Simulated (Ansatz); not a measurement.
Consider CdSe in the zinc blende structure (space group F-43m, No. 216; a = 6.007 Å). Axes: x, y, z lie along the cube axes.

Level of theory: LDA, PAW, 420 eV (Ansatz, a quantum-chemistry and plane-wave program; without spin-orbit coupling).

Before the change:

| Item | Value |
|---|---|
| Gap character | direct at Γ |

Now apply this change: compressive biaxial strain of 0.42 % in the plane normal to [111], as in epitaxy on a mismatched substrate; the out-of-plane cell vector and the atoms relax.

Task: How does this affect the out-of-plane strain?

Result: The out-of-plane strain is +0.40 %.

Task: Predict the new gap character.

Result: The gap character remains direct at Γ.

Task: What does the calculation give for the energy relative to the base after the change?

Result: The energy stays essentially unchanged.

Gaps are read on the SCF mesh and a high-symmetry path. Stability against distortions was not tested. Labels are those of the standard path for the cell's own space group.
